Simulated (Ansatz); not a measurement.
System: cubic perovskite CsHgCl3. Method: r²SCAN+rVV10 (Ansatz, a quantum-chemistry and plane-wave program, PAW).

Settings: plane-wave cutoff 560 eV, 10×10×10 k mesh, Fermi–Dirac smearing 0.05 eV, scalar-relativistic PAW data made under PBE.

Pressure at four volumes; x = ln(V/29.446 Å³). One pressure is withheld.

| V (Å³/atom) | x | P (GPa) |
|---|---|---|
| 27.679 | -0.0619 | ? |
| 28.268 | -0.0408 | 1.716 |
| 29.446 | 0.0000 | 0.033 |
| 31.213 | 0.0583 | -1.836 |

Q: Pass a parabola P(x) through the three rows shown, estimate the bulk modulus and its pressure derivative near zero pressure, and predict the withheld pressure.

A: Slopes between the rows: (0.033 − (1.716))/(0.0000 − (-0.0408)) = -41.25 and (-1.836 − (0.033))/(0.0583 − (0.0000)) = -32.06 GPa. Their difference over the span 0.0991 is c = 9.19/0.0991 = 92.7 GPa, so P(x) = 1.716 + (-41.25)(x − (-0.0408)) + 92.7 (x − (-0.0408))(x − (0.0000)). At the middle row B = −dP/dx = −[-41.25 + 92.7 × 0.0408] = 37.5 GPa, and B′ = dB/dP = 2c/B = 4.9. At x = -0.0619 the parabola gives 2.707 GPa; the run gives 2.723 GPa. The Birch–Murnaghan fit to the energies at all volumes has B0 = 37.0 GPa and B′ = 5.1.

Note: the relaxation could not lower the start's symmetry, so the cell can be a saddle point above a distorted one; the volume lies 8 % below that of the published cell.

Spin–orbit coupling is not included; it can open a gap where bands touch, and shift volumes and moduli.
